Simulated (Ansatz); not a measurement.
A self-consistent single point of Ga3Tc (P1, 4 atoms in the cell) with Ansatz (a first-principles code).

Computed with LDA (PW92), PAW files (plane waves; Ansatz).

The change in words: atoms moved at random. Reference geometry:
```yaml
crystal:
  lattice:
    - [-1.89565, 1.89565, 4.04575]
    - [1.89565, -1.89565, 4.04575]
    - [1.89565, 1.89565, -4.04575]
  atoms:
    - { symbol: Ga, position: [0.75000, 0.25000, 0.50000] }
    - { symbol: Ga, position: [0.25000, 0.75000, 0.50000] }
    - { symbol: Ga, position: [0.50000, 0.50000, 0.00000] }
    - { symbol: Tc, position: [0.00000, 0.00000, 0.00000] }
```

Reference input (self-consistent single point, DFT, LDA (PW92), plane waves, PAW files): basis.ecutwfc = 500 eV; kpoints.mp_grid.grid = 9 9 9; hamiltonian.xc = lda; hamiltonian.pseudopotentials = {kind: paw} (the program's default PAW files); scf.occupations.method = gaussian; scf.occupations.width = 0.1 eV. This run's input differs from it in these lines:

Ansatz 0.2 input:
```diff
@@ -7,6 +7,6 @@
   atoms:
-    - { symbol: Ga, position: [0.750000, 0.250000, 0.500000] }
-    - { symbol: Ga, position: [0.250000, 0.750000, 0.500000] }
-    - { symbol: Ga, position: [0.500000, 0.500000, 0.000000] }
-    - { symbol: Tc, position: [0.000000, 0.000000, 0.000000] }
+    - { symbol: Ga, position: [0.753375, 0.228180, 0.492508] }
+    - { symbol: Ga, position: [0.263851, 0.755185, 0.511046] }
+    - { symbol: Ga, position: [0.484739, 0.502020, -0.007129] }
+    - { symbol: Tc, position: [-0.001965, 0.014615, 0.003576] }
 basis:
```

Output (repeated stretches shortened):

```
SCF iter   1: F=—  HF=-16403.455900 eV  |F-HF|=—  |Δ(HF+E_count)|=         —  Δρ=6.35e-2  dr2=4.96e0  ethr=3.10e-3  ⟨swp⟩=5.2  Hψ=42130  notcnv=0  defer=9
all-band conjugate gradients solve this SCF's bands
preconditioner: auto → Kerker (q_TF=auto, 2.695 Å⁻¹)
SCF iter   2: F=—  HF=-16402.748106 eV  |F-HF|=—  |Δ(HF+E_count)|=   7.08e-1  Δρ=3.91e-2  dr2=1.35e0  ethr=3.10e-3  ⟨swp⟩=3.0  Hψ=24972  notcnv=0  defer=451
   [... lines left out ...]
SCF iter   7: F=—  HF=-16402.498963 eV  |F-HF|=—  |Δ(HF+E_count)|=   6.50e-6  Δρ=1.62e-4  dr2=1.16e-5  ethr=1.51e-7  ⟨swp⟩=2.0  Hψ=19217  notcnv=0  defer=433
SCF iter   8: F=—  HF=-16402.498965 eV  |F-HF|=—  |Δ(HF+E_count)|=   1.26e-6  Δρ=1.12e-4  dr2=4.69e-6  ethr=2.15e-8  ⟨swp⟩=2.0  Hψ=20046  notcnv=0  defer=433
SCF iter   9: F=—  HF=-16402.498959 eV  |F-HF|=—  |Δ(HF+E_count)|=   5.98e-6  Δρ=2.46e-5  dr2=4.49e-7  ethr=8.68e-9  ⟨swp⟩=2.0  Hψ=19686  notcnv=0  defer=433
SCF iter  10: F=-16402.498959 eV  HF=-16402.498959 eV  |F-HF|=8.19e-9  |Δ(HF+E_count)|=   6.38e-8  Δρ=7.57e-6  dr2=3.19e-8  ethr=1.85e-10  ⟨swp⟩=9.0  Hψ=58025  notcnv=0
SCF 1 converged in 10 iterations: F = -16402.498959 eV  dr2 = 3.19e-8
Free energy (F): -16402.498959 eV
Internal energy: -16402.483624 eV  (E = F + TS)
E sigma→0 (E₀):  -16402.491291 eV
Entropy (-TS):   -0.015335 eV (-3.834 meV/atom)
Fermi energy:    15.652181 eV
--- Forces (eV/Å), atoms counted from 1 ---
  atom   1  Ga     0.38683145    -0.14971676     0.20972896
  atom   2  Ga    -0.19666713    -0.13458687    -0.14948659
  atom   3  Ga    -0.04325418     0.20132352     0.07436791
  atom   4  Tc    -0.14690992     0.08297731    -0.13462176
--- Stress (GPa, compression-positive) ---
       -5.621903       0.029332       0.572516
        0.029332      -5.272028      -0.237075
        0.572515      -0.237075      -4.548776
  P = ⅓ Tr σ = -5.1476 GPa (-51.476 kbar)
  The stress holds the Pulay correction. Without it, at fixed plane waves, as pw.x and ABINIT print it: P = -5.1783 GPa
```

The run converged in 10 iterations. Against the reference run the free energy rises by 9.4 meV/atom, the pressure goes from -5.65 to -5.15 GPa and the largest force goes from 0.000 to 0.465 eV/Å.

The starting cell comes from a database of computed structures (which also holds hypothetical and non-ambient phases and stackings), without a prior relaxation at this level. For this run, on top of that: atoms moved at random. Spin polarisation is off. With a pressure of about -5 GPa the cell is away from its equilibrium volume at this level. Ansatz's pressure includes its estimate of the finite-basis (Pulay) stress.

Cost on one core of a shared machine: roughly 2 min.
